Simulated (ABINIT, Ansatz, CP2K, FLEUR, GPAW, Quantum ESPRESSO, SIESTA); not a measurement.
LiBe (P1, 4 atoms in the cell) computed with different codes at matched settings

Self-consistent single point, at a second geometry (atoms moved at random). First geometry:

```yaml
crystal:
  lattice:
    - [2.29599, 0.00000, 0.00000]
    - [0.00000, 3.61277, 0.00000]
    - [-0.40174, 0.00000, 5.51352]
  atoms:
    - { symbol: Li, position: [0.73685, 0.25000, 0.15486] }
    - { symbol: Li, position: [0.26315, 0.75000, 0.84514] }
    - { symbol: Be, position: [0.75642, 0.25000, 0.57617] }
    - { symbol: Be, position: [0.24358, 0.75000, 0.42383] }
```

Second geometry:
```
CELL_PARAMETERS angstrom
      2.29599     0.00000     0.00000
      0.00000     3.61277     0.00000
     -0.40174     0.00000     5.51352
ATOMIC_POSITIONS crystal
  Li 0.73645 0.26254 0.15865
  Li 0.27023 0.74528 0.84073
  Be 0.72507 0.23680 0.57462
  Be 0.26825 0.75538 0.42600
```

Shared settings, as Ansatz (a first-principles code) writes them: kpoints.mp_grid.grid = 11 7 5; scf.occupations.method = gaussian; scf.occupations.width = 0.272 eV. Potentials and cutoffs stand in the table.

```tsv
code	model	ΔF from the first geometry (meV/atom)	pressure (GPa)	largest force (eV/Å)	cutoff
ABINIT	PBEsol, norm-conserving pseudopotentials (PseudoDojo nc-sr-04 PBEsol standard)	11.4	0.14	0.571	44 Ha
Quantum ESPRESSO	PBEsol, GBRV 1.5 ultrasoft (PBESOL) pseudopotentials	11.0	-0.07	0.563	40 Ry
SIESTA	GGA PBEsol, numerical atomic orbitals DZP, PseudoDojo PBEsol standard norm-conserving potentials (rewritten from UPF to PSML)	14.3	0.32	0.668	grid 300 Ry
CP2K	PBEsol, GPW, DZVP-MOLOPT-SR-GTH basis, GTH-PBE potentials (GTH_POTENTIALS)	12.0	0.68	0.576	grid 600 Ry
FLEUR	PBEsol, all-electron FLAPW (FLEUR), scalar-relativistic valence	–	–	0.566	Kmax 4 1/bohr
GPAW	PBEsol, GPAW PAW datasets PBEsol (made by gpaw-setup)	11.2	0.11	0.565	850 eV
Ansatz	PBEsol, PAW files made with PBE	11.2	-0.04	0.564	default
```

Size of the force on each atom (eV/Å): Sizes of forces hide their directions.

```csv
code,Li1,Li2,Be3,Be4
ABINIT,0.180,0.138,0.571,0.513
Quantum ESPRESSO,0.179,0.138,0.563,0.501
SIESTA,0.213,0.178,0.668,0.625
CP2K,0.212,0.183,0.576,0.512
FLEUR,0.185,0.146,0.566,0.508
GPAW,0.179,0.136,0.565,0.507
Ansatz,0.177,0.133,0.564,0.507
```

A dash marks a value that a program does not give, or that is left out as unsure.

The spread over the programs that give each value: ΔF from the first geometry within 3.3 meV/atom; pressure within 0.75 GPa; largest force within 0.105 eV/Å.

SIESTA and CP2K use small atom-centred bases, whose incompleteness enters pressures, forces and empty levels differently from a plane-wave cutoff. FLEUR treats all electrons, but the usual bases taken here (sphere radii, linearisation, local orbitals, empty states) were not tested for convergence, so the values are no reference for the others. Ansatz's pressure is given at a fixed set of plane waves, as the other plane-wave codes print theirs. In the force vectors, SIESTA (by 0.121) lies more than 0.08 eV/Å from the median of the plane-wave programs.

The starting cell comes from a database of computed structures (which also holds hypothetical and non-ambient phases and stackings), without a prior relaxation at this level. For this run, on top of that: atoms moved at random.

Keys are those of Ansatz 0.2.
